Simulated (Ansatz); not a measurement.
Checking a run of Ansatz (a quantum-chemistry and plane-wave program) on OsC (Fm-3m, 2 atoms in the cell). The aim is a self-consistent single point with DFT, PBE, plane waves, default PAW files.

Cell that was meant: a = 3.0977 Å, b = 3.0977 Å, c = 3.0977 Å, α = 60.00°, β = 60.00°, γ = 60.00°.

Part of the input:

Ansatz 0.2 input:
```yaml
  pseudopotentials: { kind: paw }
scf:
  occupations: { method: cold, width: 0.2 eV }
  convergence: { dr2_threshold: 1.0e-02 eV }
output:
  forces: true
  eigenvalues: true
```

Output (repeated stretches shortened):

```
   [... lines left out ...]
Symmetry: 48 space group operations
Space group: Fm-3m (ITA 225), of the structure as read, at distance tolerance 2.8e-5 Å
k-points: 20 of 343
Initial density: superposition of atomic densities (neutral atoms: chi_scale 0, normalization atom), corrected by the library's trained network
Initial wavefunctions: pseudopotential atomic-orbital guess
Eigensolver: davidson
Functional: x = pbe(κ = 0.804, μ = 0.2195149727645171), c = pbe(β = 0.06672455060314922)
SCF iter   1: F=—  HF=-11632.752295 eV  |F-HF|=—  |Δ(HF+E_count)|=         —  Δρ=4.08e-3  dr2=2.06e-3  ethr=1.77e-3  ⟨swp⟩=4.9  Hψ=1359  notcnv=0
all-band conjugate gradients solve this SCF's bands
preconditioner: auto → none
SCF iter   2: F=-11632.752665 eV  HF=-11632.752995 eV  |F-HF|=3.30e-4  |Δ(HF+E_count)|=   7.00e-4  S|Δr|=    0.00e0  Δρ=2.63e-3  dr2=1.15e-3  ethr=1.03e-5  ⟨swp⟩=6.0  Hψ=1458  notcnv=0
solved again in the potential of the output density, not every published eigenvalue holds within its bar: 236 eigenvalues moved, the lowest at band 0 …
SCF 1 converged in 2 iterations: F = -11632.752665 eV  dr2 = 1.15e-3
Stability not checked (fill_not_monotonic)
Free energy (F): -11632.752665 eV
Internal energy: -11632.752565 eV  (E = F + TS)
E sigma→0 (E₀):  -11632.752632 eV
Entropy (-TS):   -0.000101 eV (-0.050 meV/atom)
Fermi energy:    21.462926 eV
--- Forces (eV/Å), atoms counted from 1 ---
  atom   1  C     -0.00000000     0.00000000     0.00000000
  atom   2  Os     0.00000000     0.00000000     0.00000000
--- Stress (GPa, compression-positive) ---
       -7.183918       0.000000       0.000000
        0.000000      -7.183918       0.000000
        0.000000      -0.000000      -7.183918
  P = ⅓ Tr σ = -7.1839 GPa (-71.839 kbar)
  The stress holds the Pulay correction. Without it, at fixed plane waves, as pw.x and ABINIT print it: P = -7.5068 GPa
```

Q: Is this run sound? If not, what is wrong?

A: The results are close to the sound ones and would serve for rough work. The doubtful point is a convergence threshold that is too loose. A loop that stops early leaves an energy error of second order in the density error, but errors of first order in forces and stress. The run converged in 2 iterations without an error; against the sound input the free energy is nearly the same (within 1 meV/atom) and the pressure goes from -6.92 to -7.18 GPa.

The sound input it was made from differs as follows (other fixes are possible):
```diff
-  convergence: { dr2_threshold: 1.0e-02 eV }
```

With that input, the run converged in 5 iterations: free energy E − TS (on the zero of these files) -11632.7533 eV; Fermi level (on the code's own zero) 21.47 eV; pressure -6.92 GPa (DFT, PBE, plane waves, default PAW files).

On the sound input: the starting cell was generated: these elements placed on a structure prototype, without a prior relaxation; it need not be a known phase or ordering of this composition. Spin polarisation is off. With a pressure of about -7 GPa the cell is away from its equilibrium volume at this level. Ansatz's pressure includes its estimate of the finite-basis (Pulay) stress.
